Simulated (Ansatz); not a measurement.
# A computed series for hypothetical simple cubic Ni: pressure series

The reference is Ni in the simple cubic structure (space group Pm-3m, No. 221; ferromagnetic; a hypothetical phase, not in the database extracts checked).

```
Ni
1.0
    2.28911     0.00000     0.00000
    0.00000     2.28911     0.00000
    0.00000     0.00000     2.28911
Ni
1
Direct
  0.00000   0.00000   0.00000
```

Cell and atoms are relaxed at each pressure.

Calculations: PBEsol, PAW, 420 eV (Ansatz, an electronic-structure program; without spin-orbit coupling).

| P (GPa) | V (Å³/atom) |
|---|---|
| -2.00 | 12.147 |
| -1.00 | 12.069 |
| 0.30 | 11.973 |
| 0.70 | 11.944 |
| 1.51 | 11.887 |
| 3.00 | 11.787 |
| 5.00 | 11.659 |
| 7.51 | 11.510 |
| 10.01 | 11.372 |

A third-order Birch–Murnaghan fit to these points gives V₀ = 11.99 Å³/atom, B₀ = 164 GPa and B₀′ = 5.0. At pressure 10 GPa the volume is 94.8 % of V₀.

Other magnetic orders, which the real material may have, were not ruled out. Load acts through the strain it causes; cell and atoms are relaxed under it. Whether these cells are dynamically stable was not tested. Competing high-pressure phases were not computed.
